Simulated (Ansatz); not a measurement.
Faces of hcp Sc in 1x1 cells, as slabs relaxed from ideal cuts; for each face the lowest of the symmetric, stoichiometric cuts and spin starts that were computed. The slabs keep the symmetry of their cuts; real faces may buckle, or reconstruct in larger cells. No spin-orbit coupling, no Hubbard U.

Method: PBE (plane waves to 420 eV, PAW; Ansatz, a quantum-chemistry and plane-wave program).

```tsv
face	cell area (Å²)	outermost plane spacing of the ideal cut (Å)	γ unrelaxed (J/m²)	γ relaxed (J/m²)	work function, top face (eV)
(0001)	9.54	2.58	1.28	1.26	3.58
(10-10)	17.15	0.96	1.25	___	3.47
(10-11)	19.63	0.42	1.26	1.22	3.38
(10-12)	25.66	0.64	1.30	1.24	3.01
(10-13)	33.38	0.25	1.35	1.30	3.09
(11-20)	29.70	1.66	1.31	1.26	3.12
(11-21)	31.20	0.79	1.44	1.38	3.08
(11-22)	35.31	1.40	1.38	1.34	3.18
(20-21)	35.60	0.23	1.28	1.23	3.39
(20-23)	44.68	0.18	1.30	1.23	3.11
(21-30)	45.37	0.36	1.32	1.26	3.19
(21-31)	46.36	0.18	1.38	1.32	3.10
(21-32)	49.22	0.33	1.41	1.35	3.16
(21-33)	53.65	0.15	1.37	1.32	3.22
(30-32)	54.87	0.90	1.28	1.23	3.39
(31-42)	64.71	0.51	1.40	1.36	3.23
(31-43)	68.14	0.12	1.38	1.32	3.21
```

**Question.** Complete the blanks.

**Answer.** 
- (10-10), γ relaxed (J/m²): 1.20
